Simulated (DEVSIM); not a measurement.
Structure: Au/SiO2/n-Ge capacitor, at 250 K.

```tsv
layer (left to right)	material	thickness (nm)	Nd (cm⁻³)
1	SiO2	51.0	-
2	Ge	9800	3.7e15
```

Metal gate on the left, work function 5.1 eV. Fixed charge at the semiconductor interface -1.4e11 cm⁻² (in units of +e); interface traps 2.9e12 cm⁻² eV⁻¹, uniform in energy, neutral level at 0.7 of the gap above the valence band.

The device is made up for the run: typed textbook-type constants, with dimensions and the other settings drawn at random. Values at 300 K; Nc and Nv go as T^1.5, mobilities as T to minus their exponent, the gap by Varshni's rule with the affinity fixed.

| parameter | SiO2 | Ge |
|---|---|---|
| gap (eV) | 9 | 0.664 |
| affinity (eV) | 0.9 | 4 |
| permittivity | 3.9 | 16 |
| Nc (cm⁻³) | - | 1.04e19 |
| Nv (cm⁻³) | - | 6e18 |
| Varshni α (eV/K) | - | 0.000477 |
| Varshni β (K) | - | 235 |

Model (solved in DEVSIM): 1D Poisson equation in equilibrium, Boltzmann statistics, complete ionisation; no quantum confinement or tunnelling. Metal contacts follow the ideal Schottky-Mott rule: no Fermi-level pinning, no interface dipoles.

Base results: capacitance of the dielectric stack (μF/cm²) 0.0677; minimum of the low-frequency capacitance (μF/cm²) 0.0597; flat-band voltage (V) 1.54.

Task: What follows from this one change: gate work function 5.1 → 4.95 eV?

Result: capacitance of the dielectric stack little changed (0.0677 μF/cm²); minimum of the low-frequency capacitance little changed (0.0597 μF/cm²); flat-band voltage 1.54 → 1.39 V.

Task: What follows from this one change: substrate doping 3.7e+15 → 1.8e+15 cm^-3?

Result: capacitance of the dielectric stack little changed (0.0677 μF/cm²); minimum of the low-frequency capacitance little changed (0.0596 μF/cm²); flat-band voltage 1.54 → 1.42 V.

Task: What follows from this one change: fixed charge -1.4e+11 → 5.8e+11 cm^-2?

Result: capacitance of the dielectric stack little changed (0.0677 μF/cm²); minimum of the low-frequency capacitance little changed (0.0597 μF/cm²); flat-band voltage 1.54 → -0.17 V.

Task: What follows from this one change: temperature 250 → 500 K?

Result: capacitance of the dielectric stack little changed (0.0677 μF/cm²); minimum of the low-frequency capacitance 0.0597 → 0.0631 μF/cm²; flat-band voltage 1.54 → 0.28 V.

Task: What follows from this one change: interface trap density 2.9e+12 → 0 cm^-2 eV^-1?

Result: capacitance of the dielectric stack little changed (0.0677 μF/cm²); minimum of the low-frequency capacitance 0.0597 → 0.0352 μF/cm²; flat-band voltage 1.54 → 1.24 V.

Task: What follows from this one change: SiO2 thickness 0.051 → 0.028 μm?

Result: capacitance of the dielectric stack 0.0677 → 0.123 μF/cm²; minimum of the low-frequency capacitance 0.0597 → 0.0993 μF/cm²; flat-band voltage 1.54 → 1.26 V.
